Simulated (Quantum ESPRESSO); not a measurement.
## Quick settings and what they miss: MnSi (P2_13, 8 atoms in the cell)

Self-consistent single point.

```
CELL_PARAMETERS angstrom
      4.43941     0.00000     0.00000
      0.00000     4.43941     0.00000
      0.00000     0.00000     4.43941
ATOMIC_POSITIONS crystal
  Mn 0.36354 0.13646 0.86354
  Mn 0.13646 0.86354 0.36354
  Mn 0.86354 0.36354 0.13646
  Mn 0.63646 0.63646 0.63646
  Si 0.65422 0.84578 0.15422
  Si 0.84578 0.15422 0.65422
  Si 0.15422 0.65422 0.84578
  Si 0.34578 0.34578 0.34578
```
Moments meant for the start (each program seeds them in its own way; μB, in the order of the atoms Mn Mn Mn Mn Si Si Si Si): 4.0 4.0 4.0 4.0 0.0 0.0 0.0 0.0.

Method: LDA (PZ), GBRV 1.5 ultrasoft (LDA) pseudopotentials (plane waves; Quantum ESPRESSO).

Base settings: ecutwfc = 50 Ry; ecutrho = 400 Ry; occupations = smearing; smearing = marzari-vanderbilt; degauss = 0.019992 Ry; nspin = 2; potentials = {Mn: mn_lda_v1.5.uspp.F.UPF, Si: si_lda_v1.uspp.F.UPF}; K_POINTS = automatic 5 5 5 0 0 0; conv_thr = 1e-11 Ry; mixing_beta = 0.5.

Tight run (finer mesh or higher cutoff; not a proven limit): ecutwfc: 50 Ry → 70 Ry; ecutrho: 400 Ry → 560 Ry; conv_thr: 1e-11 Ry → 7.3e-11 Ry; K_POINTS: automatic 5 5 5 0 0 0 → automatic 7 7 7 0 0 0. It gave Fermi level (on the code's own zero) 16.59 eV; pressure -1.74 GPa; largest force (vector length) 0.104 eV/Å; size of the cell's spin moment 2.67 μB; site moments (μB, in the program's spheres or projections) Mn 0.65, Mn 0.65, Mn 0.65, Mn 0.65, Si -0.02, Si -0.02, Si -0.02, Si -0.02.

Quick runs, as changes from the base:
- A: the base itself
- B: ecutwfc: 50 Ry → 40 Ry; ecutrho: 400 Ry → 320 Ry; conv_thr: 1e-11 Ry → 7.3e-06 Ry; K_POINTS: automatic 5 5 5 0 0 0 → automatic 2 2 2 1 1 1
- C: ecutwfc: 50 Ry → 25 Ry; ecutrho: 400 Ry → 200 Ry; smearing: marzari-vanderbilt → fermi-dirac; degauss: 0.019992 Ry → 0.0099958 Ry; K_POINTS: automatic 5 5 5 0 0 0 → automatic 4 4 4 0 0 0
- D: ecutwfc: 50 Ry → 35 Ry; ecutrho: 400 Ry → 280 Ry; smearing: marzari-vanderbilt → methfessel-paxton; degauss: 0.019992 Ry → 0.0147 Ry; conv_thr: 1e-11 Ry → 7.3e-06 Ry; K_POINTS: automatic 5 5 5 0 0 0 → automatic 4 4 4 0 0 0

Energies are extrapolated to zero smearing width, which holds to low order in the width alone (under cold and Methfessel-Paxton smearing the free energy itself is taken).

Dashes: pressure of B, D, not trusted under this conv_thr with d or f elements; time of B, under 30 s.

The count of work is k-points × plane waves × bands × iterations; it is no time. Core times come from one kind of shared machine and are given to one figure; runs under 30 s give none.

The starting cell comes from a database of computed structures (which also holds hypothetical and non-ambient phases and stackings), without a prior relaxation at this level. Its lattice was rescaled by a random factor within 2.5 % of one. The moments shrank to a small part of their start, a low-spin state that need not be the lowest.

```tsv
run	energy less tight (meV/atom)	pressure less tight (GPa)	largest miss in a force vector (eV/Å)	size of the net moment less tight (μB/atom)	count of work / tight	core time / tight (rough)
A	1.6	0.08	0.002	0.01	0.31	0.3
B	33.8	–	0.025	0.20	0.0099	–
C	1294.9	-120.42	0.013	-0.13	0.10	0.1
D	13.7	–	0.002	0.06	0.12	0.1
```

Among the runs at the tight run's level, the energy misses run from 1.6 to 1294.9 meV/atom.

Left out of this page: 2 runs of the series outside the window shown, repeating another row's setting, or not comparable.
